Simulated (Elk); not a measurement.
**A self-consistent single point of Ni3Al (Pm-3m, 4 atoms in the cell) with Elk**

Method: PBE, all-electron FP-LAPW, Elk's shipped species files, LAPW+lo basis in Elk.

Input as run:

```
tasks
  0

xctype
  20

spinpol
  .true.

reducebf
  0.8

rgkmax
  8.0

gmaxvr
  16.0

nxoapwlo
  1

rmtscf
  0.93

stype
  0

swidth
  0.00499791

scale
  1.889726125

avec
    3.5700000000    0.0000000000    0.0000000000
    0.0000000000    3.5700000000    0.0000000000
    0.0000000000    0.0000000000    3.5700000000

sppath
  'species/'

atoms
  2   : nspecies
  'Al.in'   : spfname
  1   : natoms; atposl, bfcmt below
  0.0000000000  0.0000000000  0.0000000000    0.0 0.0 0.0
  'Ni.in'   : spfname
  3   : natoms; atposl, bfcmt below
  0.0000000000  0.5000000000  0.5000000000    0.0 0.0 -0.5
  0.5000000000  0.0000000000  0.5000000000    0.0 0.0 -0.5
  0.5000000000  0.5000000000  0.0000000000    0.0 0.0 -0.5

ngridk
  7 7 7
```

Output (repeated stretches shortened):

```
│ Elk code version 10.2.4 │

All units are atomic (Hartree, Bohr, etc.)

│ Ground-state run starting from atomic densities │

Lattice vectors :
   6.746322266       0.000000000       0.000000000
   0.000000000       6.746322266       0.000000000
   0.000000000       0.000000000       6.746322266

Unit cell volume      :    307.0444486
Brillouin zone volume :   0.8078641857

Muffin-tin inner radius fraction :   0.1000000000E-01

Nuclei treated as point charges

Species :    1 (Al)
 parameters loaded from : Al.in
 name : aluminium
 nuclear charge    :   -13.00000000
 electronic charge :    13.00000000
 atomic mass :    49184.33492
 muffin-tin radius :    2.046000000
 number of radial points in muffin-tin :    397
 atomic positions (lattice), magnetic fields (Cartesian) :
   1 :   0.00000000  0.00000000  0.00000000    0.00000000  0.00000000  0.00000000

Species :    2 (Ni)
 parameters loaded from : Ni.in
 name : nickel
 nuclear charge    :   -28.00000000
 electronic charge :    28.00000000
 atomic mass :    106991.5230
 muffin-tin radius :    2.232000000
 number of radial points in muffin-tin :    497
 atomic positions (lattice), magnetic fields (Cartesian) :
   1 :   0.00000000  0.50000000  0.50000000    0.00000000  0.00000000 -0.50000000
   2 :   0.50000000  0.00000000  0.50000000    0.00000000  0.00000000 -0.50000000
   3 :   0.50000000  0.50000000  0.00000000    0.00000000  0.00000000 -0.50000000

Total number of atoms per unit cell :    4

Spin treatment :
 spin-polarised
 global magnetic field (Cartesian) :    0.000000000       0.000000000       0.000000000
 collinear magnetisation in z-direction

Number of Bravais lattice symmetries :   48
Number of crystal symmetries         :   48
Crystal has inversion symmetry
Real symmetric eigensolver will be used

k-point grid :      7     7     7
k-point offset :    0.000000000       0.000000000       0.000000000
   [... lines left out ...]
Maximum |G| for potential and density :    16.00000000
 potential will be trimmed for |G| > 2 gkmax
Constant for pseudocharge density :    9
Radial integration step length :    4

G-vector grid sizes :     35    35    35
Number of G-vectors :    21247

Maximum angular momentum used for
 APW functions                      :    8
 outer part of muffin-tin           :    6
 inner part of muffin-tin           :    1

Total nuclear charge    :   -97.00000000
Total core charge       :    40.00000000
Total valence charge    :    57.00000000
Total excess charge     :    0.000000000
Total electronic charge :    97.00000000

Effective Wigner radius, rₛ :   0.9108502224

Number of empty states         :   16
Total number of valence states :   90
Total number of core states    :   40

Total number of local-orbitals :   58

Exchange-correlation functional :     20     0     0
 Perdew-Burke-Ernzerhof, Phys. Rev. Lett. 77, 3865 (1996)
 gradient requirement :    1
 generalised gradient approximation (GGA)

Smearing type :    0
 Gaussian
Smearing width :   0.4997910000E-02
Effective electronic temperature (K) :    1578.215154

Mixing type :    3
 Broyden mixing, J. Phys. A: Math. Gen. 17, L317 (1984)

Kohn-Sham potential initialised from atomic data
│ Self-consistent loop started │
│ Loop number : 1 │
 total energy                :     -4813.10974202
 total moment                :    2.953763349
│ Loop number : 2 │
 total energy                :     -4813.24945548
 total moment                :    2.949298775
RMS change in Kohn-Sham potential (target) :    2.066407058     (  0.1000000000E-05)
Absolute change in total energy (target)   :   0.1397134587     (  0.1000000000E-03)
│ Loop number : 3 │
 total energy                :     -4804.77891668
 total moment                :    1.853291593
RMS change in Kohn-Sham potential (target) :    1.171145846     (  0.1000000000E-05)
Absolute change in total energy (target)   :    8.435610443     (  0.1000000000E-03)
│ Loop number : 4 │
 total energy                :     -4811.12120924
 total moment                :   0.9926089336
RMS change in Kohn-Sham potential (target) :   0.3883039880     (  0.1000000000E-05)
Absolute change in total energy (target)   :    4.233389951     (  0.1000000000E-03)
│ Loop number : 5 │
 total energy                :     -4800.67071149
   [... lines left out ...]
 total moment                :   0.7376436546
RMS change in Kohn-Sham potential (target) :   0.1315798590E-04 (  0.1000000000E-05)
Absolute change in total energy (target)   :   0.6942208256E-04 (  0.1000000000E-03)
│ Loop number : 26 │
 total energy                :     -4805.58586452
 total moment                :   0.7322806989
RMS change in Kohn-Sham potential (target) :   0.1217710063E-05 (  0.1000000000E-05)
Absolute change in total energy (target)   :   0.2166076174E-03 (  0.1000000000E-03)
│ Loop number : 27 │
 total energy                :     -4805.58608721
 total moment                :   0.7334322661
RMS change in Kohn-Sham potential (target) :   0.3593786247E-05 (  0.1000000000E-05)
Absolute change in total energy (target)   :   0.1685311427E-03 (  0.1000000000E-03)
│ Loop number : 28 │
 total energy                :     -4805.58599132
 total moment                :   0.7322085991
RMS change in Kohn-Sham potential (target) :   0.7853289096E-06 (  0.1000000000E-05)
Absolute change in total energy (target)   :   0.5375030469E-04 (  0.1000000000E-03)
Convergence targets achieved

│ Loop number : 29 │

Energies :
 Fermi                       :     0.316885037370
 sum of eigenvalues          :     -2745.76766815
 electron kinetic            :      4878.00246325
 core electron kinetic       :      4340.61870189
 Coulomb                     :     -9473.86523444
 Coulomb potential           :     -7351.65731853
 nuclear-nuclear             :     -657.650738968
 electron-nuclear            :     -10280.7716724
 Hartree                     :      1464.55717694
 Madelung                    :     -5798.03657518
 xc potential                :     -272.106820692
 xc effective B-field        :    -0.598719541405E-02
 external B-field            :      0.00000000000
 exchange                    :     -205.239484166
 correlation                 :     -4.48373978093
 total energy                :     -4805.58599514
 (external B-field energy excluded from total)

Density of states at Fermi energy :    94.85663157
 (states/Hartree/unit cell)

Estimated indirect band gap :   0.9024501389E-03
 from k-point     19 to k-point      2
Estimated direct band gap   :   0.1852894627E-02
 at k-point      2

Charges :
 core                        :    40.00000000
 valence                     :    57.00000000
 interstitial                :    4.950786127
 muffin-tins (core leakage)
  species :    1 (Al)
   atom    1                 :    11.03773351     (  0.1071905711E-02)
  species :    2 (Ni)
   atom    1                 :    27.00382679     (  0.6882073715E-03)
   atom    2                 :    27.00382679     (  0.6882073715E-03)
   atom    3                 :    27.00382679     (  0.6882073715E-03)
 total in muffin-tins        :    92.04921387
 total calculated charge     :    96.98106061
 total charge                :    97.00000000
 error                       :   0.1893938914E-01

Moments :
 interstitial                :  -0.4552491912E-01
 muffin-tins
  species :    1 (Al)
   atom    1                 :  -0.1232855875E-01
  species :    2 (Ni)
   atom    1                 :   0.2632491807
   atom    2                 :   0.2632491807
   atom    3                 :   0.2632491807
 total in muffin-tins        :   0.7774189835
 total moment                :   0.7318940644

│ Self-consistent loop stopped │
```

The run converged in 29 iterations. The count includes the last loop, which Elk runs after its targets are met.

The starting cell has typed, rounded lattice constants, without a prior relaxation at this level. The magnetic order is the one reached from the typed start; others were not searched systematically. Values depend on the basis (sphere radii, cutoffs, local orbitals), which need not be converged. The log's line on a gap gives a spacing of levels on this mesh, which the program prints for metals too.

Cost on one core of a shared machine: roughly 2 min.
